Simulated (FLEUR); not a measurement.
Band structure of Yb (Fm-3m, 1 atom in the cell).

```
Yb
1.0
    0.00000     2.73825     2.73825
    2.73825     0.00000     2.73825
    2.73825     2.73825     0.00000
Yb
1
Direct
  0.00000   0.00000   0.00000
```

Method: FLEUR with PBE, all-electron FLAPW (FLEUR), scalar-relativistic valence.

Settings: Kmax = 3.8 1/bohr; GmaxXC = 15.2 1/bohr; xcFunctional = pbe; jspins = 1; l_soc = F; mode = hist; fermiSmearingEnergy = 0.00367493 Htr; mesh (inpgen div1-3) = 8 8 8; inpgen gamma flag = true; Gmax = 15.2 1/bohr; numbands = 0; maxIterBroyd = 25; imix = Anderson; alpha = 0.05.

The starting cell comes from a database of computed structures (which also holds hypothetical and non-ambient phases and stackings), without a prior relaxation at this level. Its lattice was rescaled by a random factor within 2.5 % of one. Spin-orbit coupling is off. Spin polarisation is off. Values depend on the basis (sphere radii, cutoffs, local orbitals), which need not be converged.

Levels in eV from the Fermi level, bands 9 to 16:
| point | 9 | 10 | 11 | 12 | 13 | 14 | 15 | 16 |
|---|---|---|---|---|---|---|---|---|
| Γ | -0.54 | -0.47 | -0.47 | -0.47 | 2.73 | 2.73 | 2.73 | 4.59 |
| X | -0.54 | -0.50 | -0.49 | -0.49 | 0.28 | 1.30 | 5.94 | 6.33 |
| W | -0.52 | -0.52 | -0.50 | 0.04 | 0.70 | 0.70 | 2.40 | 6.19 |
| K | -0.53 | -0.50 | -0.49 | -0.17 | 0.13 | 1.00 | 4.14 | 4.30 |
| L | -0.55 | -0.48 | -0.48 | -0.47 | 0.11 | 2.54 | 2.54 | 5.93 |
| U | -0.53 | -0.50 | -0.49 | -0.17 | 0.13 | 1.00 | 4.14 | 4.30 |
